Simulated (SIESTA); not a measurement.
**SIESTA run on La (P6_3/mmc, 4 atoms in the cell): self-consistent single point**

Level of theory: GGA PBEsol, numerical atomic orbitals DZP, PseudoDojo PBEsol standard norm-conserving potentials (rewritten from UPF to PSML) in SIESTA.

Input as run:

```
# files in the folder: La.psml (PseudoDojo PBEsol standard)
SystemName  La
SystemLabel siesta

NumberOfAtoms                4
NumberOfSpecies              1
%block ChemicalSpeciesLabel
  1 57 La
%endblock ChemicalSpeciesLabel
LatticeConstant              1.0 Bohr
%block LatticeVectors
     3.544323076   -6.138947281    0.000000000
     3.544323076    6.138947281    0.000000000
     0.000000000    0.000000000   22.864174327
%endblock LatticeVectors
AtomicCoordinatesFormat      Ang
%block AtomicCoordinatesAndAtomicSpecies
     0.000000000    0.000000000    6.049600000  1
     0.000000000    0.000000000    0.000000000  1
     1.875575000    1.082863688    3.024800000  1
     1.875575000   -1.082863688    9.074400000  1
%endblock AtomicCoordinatesAndAtomicSpecies

XC.functional                GGA
XC.authors                   PBEsol
PAO.BasisSize                DZP
PAO.EnergyShift              0.005 Ry
MeshCutoff                   350 Ry
%block kgrid.MonkhorstPack
    8   0   0  0.0
    0   8   0  0.0
    0   0   2  0.0
%endblock kgrid.MonkhorstPack
OccupationFunction           FD
ElectronicTemperature        0.1 eV

MaxSCFIterations             150
SCF.Mixer.Method             Pulay
SCF.Mixer.Weight             0.1
SCF.Mixer.History            8
SCF.DM.Tolerance             1.0E-04
Diag.ParallelOverK           true
WriteForces                  true
```

Log, with long lists cut:

```
reinit: Reading from file input.fdf

reinit: System Name: La
reinit: System Label: siesta

coor:   Atomic-coordinates input format  =     Cartesian coordinates
coor:                                          (in Angstroms)

siesta: Atomic coordinates (Bohr) and species
siesta:      0.00000   0.00000  11.43209  1        1
siesta:      0.00000   0.00000   0.00000  1        2
siesta:      3.54432   2.04632   5.71604  1        3
siesta:      3.54432  -2.04632  17.14813  1        4

siesta: System type = bulk

initatomlists: Number of atoms, orbitals, and projectors:      4    76   128

siesta: ******************** Simulation parameters ****************************
redata: Spin configuration                          = none
redata: Time-Reversal Symmetry                      = T
redata: Number of Atomic Species                    =        1
redata: Mesh Cutoff                                 =   350.0000 Ry
redata: Net charge of the system                    =     0.0000 |e|
redata: Min. number of SCF Iter                     =        0
redata: Max. number of SCF Iter                     =      150
redata: SCF convergence failure will abort job
redata: SCF mix quantity                            = Hamiltonian
redata: Mix DM or H after convergence               =   F
redata: Recompute H after scf cycle                 =   F
redata: Mix DM in first SCF step                    =   T
redata: No kicks to SCF
redata: DM Mixing Weight for Kicks                  =     0.5000
redata: Require Harris convergence for SCF          =   F
redata: Harris energy tolerance for SCF             =     0.000100 eV
redata: Require DM convergence for SCF              =   T
redata: DM tolerance for SCF                        =     0.000100
redata: Require EDM convergence for SCF             =   F
redata: EDM tolerance for SCF                       =     0.001000 eV
redata: Require H convergence for SCF               =   T
redata: Hamiltonian tolerance for SCF               =     0.001000 eV
redata: Require (free) Energy convergence for SCF   =   F
redata: (free) Energy tolerance for SCF             =     0.000100 eV
redata: Using DFT-D3 dispersion                     =   F
redata: Using Saved Data (generic)                  =   F
redata: Method of Calculation                       = Diagonalization
redata: Electronic Temperature                      =  1160.4518 K
redata: Number of TDED substeps                     =        3
redata: Dynamics option                             = Single-point calculation
redata: Save all siesta data in one NC              =   F
redata: ***********************************************************************

%block SCF.Mixers
  Pulay
%endblock SCF.Mixers

%block SCF.Mixer.Pulay
  # Mixing method
  method pulay
  variant stable

  # Mixing options
  weight 0.1000
  weight.linear 0.1000
  history 8
%endblock SCF.Mixer.Pulay

DM_history_depth set to one: no extrapolation allowed by default for geometry relaxation
Size of DM history Fstack: 1
Total number of electrons:    44.000000
Total ionic charge:    44.000000

* ProcessorY, Blocksize:    1  64

* Orbital distribution balance (max,min):    76    76

k-point displ. along   1 input, could be:     0.00    0.50
k-point displ. along   2 input, could be:     0.00    0.50
k-point displ. along   3 input, could be:     0.00    0.50
 Kpoints in:           80 . Kpoints trimmed:           77

siesta: k-grid: Number of k-points = 77
siesta: k-points from Monkhorst-Pack grid
siesta: k-cutoff (effective) =    12.099 Ang
siesta: k-point supercell and displacements
siesta: k-grid:     8     0     0      0.000
siesta: k-grid:     0     8     0      0.000
siesta: k-grid:     0     0     2      0.000

diag: Algorithm                                     = D&C
diag: Parallel over k                               =   F
diag: Use parallel 2D distribution                  =   F
diag: Parallel block-size                           = 64
diag: Parallel distribution                         =     1 x     1
diag: Used triangular part                          = Lower
diag: Absolute tolerance                            =  0.100E-15
diag: Orthogonalization factor                      =  0.100E-05
diag: Memory factor                                 =  1.0000

superc: Internal auxiliary supercell:     7 x     7 x     3  =     147
superc: Number of atoms, orbitals, and projectors:    588  11172  18816

                        Single-point calculation

superc: Internal auxiliary supercell:     7 x     7 x     3  =     147
superc: Number of atoms, orbitals, and projectors:    588  11172  18816

outcell: Unit cell vectors (Ang):
        1.875575   -3.248591    0.000000
        1.875575    3.248591    0.000000
        0.000000    0.000000   12.099200

outcell: Cell vector modules (Ang)   :    3.751150    3.751150   12.099200
outcell: Cell angles (23,13,12) (deg):     90.0000     90.0000    120.0000
outcell: Cell volume (Ang**3)        :    147.4403
new_DM -- step:     1
Initializing Density Matrix...

Attempting to read DM from file... Failed...
DM filled with atomic data:

InitMesh: MESH = 40 x 40 x 144 = 230400
InitMesh: Mesh cutoff (required, used) =   350.000   391.484 Ry

stepf: Fermi-Dirac step function

        iscf     Eharris(eV)        E_KS(eV)     FreeEng(eV)     dDmax    Ef(eV) dHmax(eV)
   scf:    1    -3792.626292    -3819.481963    -3819.640309  1.682520 -5.433945  1.489224
   scf:    2    -3819.623247    -3819.553897    -3819.713710  0.021071 -5.455648  1.219766
   scf:    3    -3819.864266    -3819.728738    -3819.893752  0.091936 -5.553609  0.365887
   scf:    4    -3819.746666    -3819.740118    -3819.905429  0.026496 -5.579803  0.012903
   scf:    5    -3819.738873    -3819.739685    -3819.905249  0.002404 -5.577357  0.046215
   scf:    6    -3819.740681    -3819.740339    -3819.905571  0.002185 -5.576707  0.004944
   scf:    7    -3819.740285    -3819.740314    -3819.905575  0.000444 -5.576276  0.002870
   scf:    8    -3819.740306    -3819.740310    -3819.905575  0.000064 -5.576288  0.002645
   scf:    9    -3819.740302    -3819.740306    -3819.905575  0.000090 -5.576311  0.002188
   scf:   10    -3819.740328    -3819.740317    -3819.905575  0.000078 -5.576291  0.000154

SCF Convergence by DM+H criterion
max |DM_out - DM_in|         :     0.0000777481
max |H_out - H_in|      (eV) :     0.0001543031
SCF cycle converged after 10 iterations

Using DM_out to compute the final energy and forces

siesta: E_KS(eV) =            -3819.7403

siesta: E_KS - E_eggbox =     -3819.7403

siesta: Atomic forces (eV/Ang):
     1    0.000000   -0.000000   -0.000002
     2    0.000000    0.000000    0.000002
     3    0.000000    0.000001   -0.000009
     4    0.000000   -0.000001    0.000009
   Tot    0.000000    0.000000    0.000000
   Max    0.000009
   Res    0.000004    sqrt( Sum f_i^2 / 3N )
   Max    0.000009    constrained

Stress tensor Voigt[x,y,z,yz,xz,xy] (kbar):       -3.59       -3.59       -7.57       -0.00        0.00        0.00
(Free)E + p*V (eV/cell)    -3819.4531
Target enthalpy (eV/cell)    -3819.9056

siesta: Program's energy decomposition (eV):
siesta: Ebs     =      -921.783954
siesta: Eions   =      5537.478833
siesta: Ena     =      1259.359484
siesta: Ekin    =       876.216397
siesta: Enl     =       442.897951
siesta: Eso     =         0.000000
siesta: Edftu   =         0.000000
siesta: DEna    =        42.173999
siesta: DUscf   =         0.497094
siesta: DUext   =         0.000000
siesta: Ex      =      -819.484366
siesta: Ec      =       -83.922042
siesta: Exc     =      -903.406408
siesta: Eharris =     -3819.740328
siesta: Etot    =     -3819.740317
siesta: FreeEng =     -3819.905575

siesta: Stress tensor (static) (eV/Ang**3):
siesta:    -0.002239    0.000000    0.000000
siesta:     0.000000   -0.002241   -0.000000
siesta:     0.000000   -0.000000   -0.004727

siesta: Cell volume =        147.440272 Ang**3

siesta: Pressure (static):
siesta:                Solid            Molecule  Units
siesta:           0.00003342          0.00003342  Ry/Bohr**3
siesta:           0.00306884          0.00306874  eV/Ang**3
siesta:           4.91682265          4.91666527  kBar
```

The run converged in 10 iterations.

The starting cell has typed, rounded lattice constants, without a prior relaxation at this level. Its lattice was rescaled by up to half a per cent. Values carry the incompleteness of an atom-centred basis.

Cost on one core of a shared machine: roughly 80 s.
